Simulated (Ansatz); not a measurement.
Consider the following.

```
InS
1.0
    4.38108     0.00000     0.00000
    0.00000    10.67756     0.00000
    0.00000     0.00000     3.94976
In S
4 4
Direct
  0.37984   0.62012   0.50000
  0.62016   0.37988   0.50000
  0.87984   0.87988   0.00000
  0.12016   0.12012   0.00000
  0.51033   0.84967   0.50000
  0.48967   0.15033   0.50000
  0.01033   0.65033   0.00000
  0.98967   0.34967   0.00000
```

All values below come from PBEsol, rigid bands (plane waves, PAW, scalar-relativistic; Ansatz, a program for electronic structure). Geometry: cell and atoms relaxed with PBEsol.

**Question.** What conductivity effective mass do dilute electrons have at 300 K?

**Answer.** 0.46 (x), 0.132 (y), 0.44 (z) mₑ.

**Question.** And the band gap?

**Answer.** 0.81 eV at this level; semilocal functionals usually fall short of the measured gap.

Rigid bands, one relaxation time for all states, no polarons. Spin-orbit coupling is left out; where it splits the top of the valence band it changes the hole mass and lowers the gap by about a third of the splitting.

Formula and space group known from diffraction (Crystallography Open Database), not checked to be the room-temperature form: InS (Pnnm).
